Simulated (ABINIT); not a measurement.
# How far to go with the SCF threshold: SnTe (I4mm, 2 atoms in the cell)

```
SnTe
1.0
    0.00000     3.14420     3.14420
    3.14420     0.00000     3.14420
    3.14420     3.14420     0.00000
Sn Te
1 1
Direct
  0.00795   0.00795   0.99205
  0.50000   0.50000   0.50000
```

Computed with PBEsol, PAW (JTH v2.0 PBE PAW, files made for PBE) (plane waves; ABINIT).

Base settings: pseudos = [Sn.GGA_PBE-JTH.xml, Te.GGA_PBE-JTH.xml]; ecut = 20 Ha; pawecutdg = 40 Ha; ixc = -116133; occopt = 3; tsmear = 0.01 eV; ngkpt = 3 3 3; nshiftk = 1; shiftk = 0 0 0; potentials = JTH v2.0 PBE PAW.

In this ladder: tolvrs = default.

The mesh stays at the base's, so the ladder's end is converged at best in this setting alone.

Only quantities that move along the ladder and can be compared are tabulated.

These are the values that this program gave, and no reference: the one-centre exchange-correlation terms come from a truncated expansion.

The count of work is k-points × plane waves × bands × iterations; it is no time. 

The starting cell has typed, rounded lattice constants, without a prior relaxation at this level. Its lattice was rescaled by up to half a per cent. One atom was moved a little off its site on purpose. The potentials were made for another functional than the one used.

```tsv
toldfe	pressure (GPa)	count of work / last
0.0037 Ha	-0.58	0.10
0.00037 Ha	-0.23	0.13
3.7e-05 Ha	-0.23	0.13
3.7e-06 Ha	-0.20	0.15
3.7e-07 Ha	-0.14	0.18
3.7e-08 Ha	-0.13	0.21
3.7e-09 Ha	-0.13	0.23
3.7e-10 Ha	-0.13	0.26
3.7e-12 Ha	-0.13	0.31
3.7e-14 Ha	-0.13	1.0
```

Coarsest toldfe that holds the pressure within 0.05 GPa of the last step, with all finer ones: 3.7e-07 Ha, at 0.18 of the last step's count of work; the step before is off by 0.07 GPa.
